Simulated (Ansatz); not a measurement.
Results of HSE06 (Ansatz, a first-principles code, PAW) for CaO (model structure, started from the wurtzite type, P6₃/mmc, No. 194, 4 atoms in the cell).

Run with plane-wave cutoff 460 eV, 9×9×6 k mesh (along the axes of the cell as run), Fermi–Dirac smearing 0.01 eV, scalar-relativistic PAW data made under PBE.

The cell is the one relaxed with PBEsol. Conventional cell: a = 3.9562 Å, b = 3.9562 Å, c = 4.7433 Å, α = 90.00°, β = 90.00°, γ = 120.00°.

```
CaO
1.0
    3.95619     0.00000     0.00000
   -1.97810     3.42616     0.00000
    0.00000     0.00000     4.74327
Ca O
2 2
Direct
  0.66667   0.33333   0.06260
  0.33333   0.66667   0.56260
  0.66667   0.33333   0.56260
  0.33333   0.66667   0.06260
```

Question: List the 15 lowest band energies at Γ above −25 eV (eV, relative to the valence band maximum), grouping those that round alike.

Answer: At Γ: -20.02, -19.73 (×2), -19.51 (×2), -19.36, -16.95, -16.75, -1.29 (×2), -1.22 (×2), -1.20, 0.00, 4.65.

Note: the run warned that its exchange threshold was loose for the stress; the relaxation could raise the start's symmetry but not lower it, so the cell can be a saddle point; cell and atoms aren't relaxed at this level (pressure 1.9 GPa).

A model structure was made by putting elements into a prototype or built by hand; it is no filed structure, need not be a known phase, and can be a saddle point held by its symmetry.
